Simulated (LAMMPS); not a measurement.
MD of Nb (bcc) at zero pressure, 1024 atoms, as a crystal; each row is its own run.

Level of theory: classical MD, pair style meam, file library.meam (library.meam-Nb) (LAMMPS).

```
T (K)  enthalpy (eV/atom)
-----  ------------------
200               -7.4191
300               -7.3940
1650              -7.0841
```

Fit a straight line, y = a + b x, to these rows (x is the first column, y the second) and predict the run at x = 1240.

Least squares gives a = -7.4642 and b = 0.0002304. At x = 1240 the fit predicts -7.1785 eV/atom. The run itself gave -7.1786 ± 0.0003 eV/atom, so the fit is 0.1 meV/atom high, within the run's error.

Caution: the potential MEAM library.meam-Nb is a first-neighbour MEAM set with a 4 Å cutoff, used here without a parameter file and away from the static properties it was fitted to.
